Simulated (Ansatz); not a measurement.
The parent structure is BaTiO3 in the cubic perovskite structure (space group Pm-3m, No. 221; a = 4.019 Å).

The change: an isotropic linear strain of −2.03 %; the atoms relax in the strained cell.

Levels (all Ansatz, a first-principles code, PAW, earlier PAW set): PBE (420 eV, scalar-relativistic without spin-orbit coupling); PBE+SOC (420 eV, with spin-orbit coupling).

The geometry is relaxed with PBE.

| Quantity | Value |
|---|---|
| PBE lowest conduction level above the VBM at special points | Γ 1.92 eV; X 2.06 eV; M 3.81 eV; R 4.53 eV |

With PBE+SOC at the same geometry, the valence-band top at Γ (three highest Kramers pairs, from the VBM) is 0.00, 0.00, -0.15 eV; the hole mass (degenerate bands, along [100]) is 0.40, 1.0 mₑ (at Γ); the lowest conduction level above the VBM at special points changes from Γ 1.92 eV; X 2.06 eV; M 3.81 eV; R 4.53 eV to Γ 1.90 eV; X 2.05 eV; M 3.79 eV; R 4.52 eV.

Single points use the geometry relaxed with PBE. The spin-orbit shifts are approximate. The levels and masses belong to the bands next to the band gap. Effective masses come from finite differences of ±0.01 Å⁻¹. No phonon test of stability was made. The runs without spin-orbit coupling are not spin-polarised. Many cubic perovskites are stable only at high temperature; tilts and polar distortions were not tested. This is not the structure that BaTiO3 has at room temperature and ambient pressure.
